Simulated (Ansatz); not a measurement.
**Si: element substitutions**

Base system: Si in the diamond structure (space group Fd-3m, No. 227).

```
CELL_PARAMETERS angstrom
      0.00000     2.72216     2.72216
      2.72216     0.00000     2.72216
      2.72216     2.72216     0.00000
ATOMIC_POSITIONS crystal
  Si 0.50000 0.50000 0.50000
  Si 0.75000 0.75000 0.75000
```

Each row replaces one element on all its sites; cell and atoms are relaxed.

The values are results of r2SCAN (Ansatz, a quantum-chemistry and plane-wave program; PAW; 500 eV plane waves; spin-orbit coupling left out), not measurements.

Problem. Only one of these keeps a band gap. Which?
A) Si → C
B) Si → Pb
C) Si → Fe

Solution. A, Si → C. Computed: Si → C: 4.36 eV; Si → Pb: zero; Si → Fe: zero

Other magnetic orders, which the real material may have, were not ruled out. No phonon test of stability was made. As relaxed here, Fe is a hypothetical phase, not in the database extracts checked. For Pb in this form, whether it has been made was not checked. This is not the structure that Pb has at room temperature and ambient pressure.
